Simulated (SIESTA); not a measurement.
SIESTA run on the (001) slab of Al (cut from a parent of space group no. 225; 4 atoms in the cell): self-consistent single point.

Computed with GGA PBEsol, numerical atomic orbitals DZP, PseudoDojo PBEsol standard norm-conserving potentials (rewritten from UPF to PSML) run with SIESTA.

```xyz
4
Lattice="2.8724 0.0000 0.0000 -2.8724 2.8724 0.0000 0.0000 0.0000 20.0933" Properties=species:S:1:pos:R:3 pbc="T T T"
Al     0.0000     0.0000     9.0311
Al    -1.4362     1.4362     7.0000
Al     0.0000     0.0000    13.0933
Al    -1.4362     1.4362    11.0622
```

Reference input (self-consistent single point, DFT, GGA PBEsol, numerical atomic orbitals DZP, PseudoDojo PBEsol standard norm-conserving potentials (rewritten from UPF to PSML)): XC.functional = GGA; XC.authors = PBEsol; potentials = PseudoDojo PBEsol standard; PAO.BasisSize = DZP; PAO.EnergyShift = 0.01 Ry; MeshCutoff = 350 Ry; kgrid.MonkhorstPack = 15 15 1; OccupationFunction = MP; OccupationMPOrder = 0; ElectronicTemperature = 100 meV; MaxSCFIterations = 150; SCF.Mixer.Method = Pulay. This run's input differs from it in these lines:

```diff
@@ -29,4 +29,4 @@
 %block kgrid.MonkhorstPack
-   15   0   0  0.0
-    0  15   0  0.0
+   14   0   0  0.0
+    0  14   0  0.0
     0   0   1  0.0
```

Output, abridged:

```
        iscf     Eharris(eV)        E_KS(eV)     FreeEng(eV)     dDmax    Ef(eV) dHmax(eV)
   scf:    1     -241.870738     -250.506568     -250.515030  1.561569 -4.439508  3.887202
   scf:    2     -248.606689     -250.397259     -250.409932  0.048530 -4.007044  4.386908
   scf:    3     -250.908120     -250.921499     -250.935050  0.029762 -4.203597  0.280831
   scf:    4     -250.923981     -250.927366     -250.942354  0.014007 -4.174586  0.326284
   scf:    5     -250.929923     -250.929417     -250.944032  0.002961 -4.199758  0.059752
   [... 3 lines left out ...]
   scf:    9     -250.928494     -250.929931     -250.944938  0.001591 -4.236012  0.094098
   scf:   10     -250.930400     -250.930273     -250.945193  0.000471 -4.238445  0.004303
   scf:   11     -250.930286     -250.930280     -250.945194  0.000034 -4.238764  0.001079
   scf:   12     -250.930283     -250.930281     -250.945194  0.000012 -4.238834  0.000078
SCF Convergence by DM+H criterion
max |DM_out - DM_in|         :     0.0000116925
max |H_out - H_in|      (eV) :     0.0000776304
SCF cycle converged after 12 iterations

Using DM_out to compute the final energy and forces

siesta: E_KS(eV) =             -250.9303

siesta: E_KS - E_eggbox =      -250.9303

siesta: Atomic forces (eV/Ang):
     1   -0.000000    0.000000    0.033120
     2    0.000000   -0.000000   -0.021538
     3   -0.000000    0.000000    0.021538
     4   -0.000000    0.000000   -0.033120
   Tot    0.000000    0.000000    0.000000
   Max    0.033120
   Res    0.016129    sqrt( Sum f_i^2 / 3N )
   Max    0.033120    constrained

Stress tensor Voigt[x,y,z,yz,xz,xy] (kbar):       24.46       24.47       -0.66        0.00       -0.00        0.00
(Free)E + p*V (eV/cell)     -252.6102
   [... lines left out ...]
siesta: FreeEng =      -250.945194
siesta: Cell volume =        165.780505 Ang**3
siesta:         -16.09120878        -16.29728277  kBar
   [... lines left out ...]
   [... 5 lines left out ...]

mulliken: Qtot =       12.000

Mulliken Atomic Populations:
Atom #   charge [q] valence [e]  Species
     1     0.124669    2.875331  Al
     2    -0.124669    3.124669  Al
     3    -0.124669    3.124669  Al
     4     0.124669    2.875331  Al
 Total    -0.000000

siesta: Electric dipole (a.u.)  =   -0.000000    0.000000   -0.000000
siesta: Electric dipole (Debye) =   -0.000000    0.000000   -0.000000
```

The run converged in 12 iterations. Against the reference run the free energy rises by 12.7 meV/atom and the largest force goes from 0.180 to 0.033 eV/Å.

The starting cell has typed, rounded lattice constants, without a prior relaxation at this level. The slab is cut from that crystal, and its faces are unrelaxed. Its lattice was rescaled by up to half a per cent. Values carry the incompleteness of an atom-centred basis.

Cost on one core of a shared machine: roughly 30 s.
